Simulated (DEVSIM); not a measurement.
Structure: Schottky contact on p-type InP, at 300 K.

Layer 1 from the left is InP, thickness (μm) 12.0, Na (cm⁻³) 7.6e15, τn (s) 4.2e-9, τp (s) 4.2e-9. Layer 2 from the left is InP, thickness (μm) 15.0, Na (cm⁻³) 2.5e18, τn (s) 4.2e-9, τp (s) 4.2e-9.

Left contact: Schottky, work function 5.114 eV, emission velocity 8.5e6 cm/s. Right contact: ohmic. Voltage is applied to the left contact. Recombination: SRH at mid-gap, radiative, Auger. Mobility is constant in doping.

Constants are typed, rounded textbook-type inputs, not results; the design itself was drawn at random and stands for no fabricated device. Values at 300 K.

InP: gap (eV) 1.344, affinity (eV) 4.38, permittivity 12.5, Nc (cm⁻³) 5.7e17, Nv (cm⁻³) 1.1e19, μn (cm²/Vs) 5200, μp (cm²/Vs) 170, B (cm³/s) 1.2e-10, Cn (cm⁶/s) 9e-31, Cp (cm⁶/s) 9e-31.

DEVSIM, 1D drift-diffusion, Boltzmann statistics, complete ionisation; no tunnelling, impact ionisation, image-force lowering or self-heating. Metal contacts follow the ideal Schottky-Mott rule: no Fermi-level pinning, no interface dipoles.

Q: What does the simulation give for the potential step across the device at zero bias, the dark forward voltage at 1 A/cm², the dark forward voltage at 100 A/cm²?

A: potential step across the device at zero bias 0.572 V; dark forward voltage at 1 A/cm² 0.225 V; dark forward voltage at 100 A/cm² 0.928 V.
